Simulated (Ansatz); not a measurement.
# A computed series for GaN: response to strain

Base system: GaN in the wurtzite structure (space group P6_3mc, No. 186; a = 3.1518 Å, c = 5.1383 Å).

Strains are applied to the cell and any free atomic positions relax.

The values are results of LDA (Ansatz, a program for electronic structure, PAW, without spin-orbit coupling), not measurements.

Notes on the quantities. energy relative to the base: free energy F.

```csv
change,energy relative to the base,electron mass,volume per atom
base,0 meV/atom,"0.18 mₑ along c, 0.20 mₑ across (at Γ)",11.05 Å³
isotropic strain +0.60 %,+2.2 meV/atom,"0.17 mₑ along c, 0.19 mₑ across (at Γ)",11.25 Å³
isotropic strain +1.20 %,+8.7 meV/atom,"0.16 mₑ along c, 0.18 mₑ across (at Γ)",11.45 Å³
isotropic strain +2.40 %,+33 meV/atom,"0.14 mₑ along c, 0.16 mₑ across (at Γ)",11.87 Å³
isotropic strain +3.00 %,+51 meV/atom,"0.13 mₑ along c, 0.15 mₑ across (at Γ)",12.08 Å³
```

The levels and masses belong to the bands next to the band gap. Effective masses come from finite differences of ±0.01 Å⁻¹. Whether these cells are dynamically stable was not tested.
